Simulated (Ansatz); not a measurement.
Rock-salt ZrN: LDA at its full settings (plane-wave cutoff 520 eV, 20×20×20 k mesh, Fermi–Dirac smearing 0.05 eV, scalar-relativistic PAW data made under PBE) and at cheaper ones, in a cell of 2 atoms with Γ-centred meshes.

```
level and setting             equilibrium lattice constant a (Å)  bulk modulus B0 (GPa)
----------------------------  ----------------------------------  ---------------------
LDA (Ansatz)                                               4.525                    283
LDA (Γ point alone) (Ansatz)                               5.208                   88.3
LDA (2×2×2 k mesh) (Ansatz)                                4.525                    293
LDA (4×4×4 k mesh) (Ansatz)                                4.526                    283
```

Largest shifts from the full settings: lattice constant a +15.1 % (LDA (Γ point alone)), against a difference of -1.09 % of the full result from the reference 4.575 Å (measured, temperature not stated, not corrected to a static lattice, relaxed epitaxial film; as tabulated in Mei et al., J. Vac. Sci. Technol. A 31, 061516 (2013)); bulk modulus -69 % (LDA (Γ point alone)), against a difference of +14.1 % of the full result from the reference 248 GPa (measured, room temperature, not corrected to a static lattice, sources range from 215 to 248; as tabulated in Synthesis of Binary Transition Metal Nitrides, Carbides and Borides from the …).

Ansatz's density-functional and Hartree–Fock values are scalar-relativistic unless marked +SOC, with PAW data made under PBE.

Run with cheap settings on purpose, which may leave them unconverged: LDA (2×2×2 k mesh), LDA (4×4×4 k mesh), LDA (Γ point alone).

Ansatz is a first-principles code.
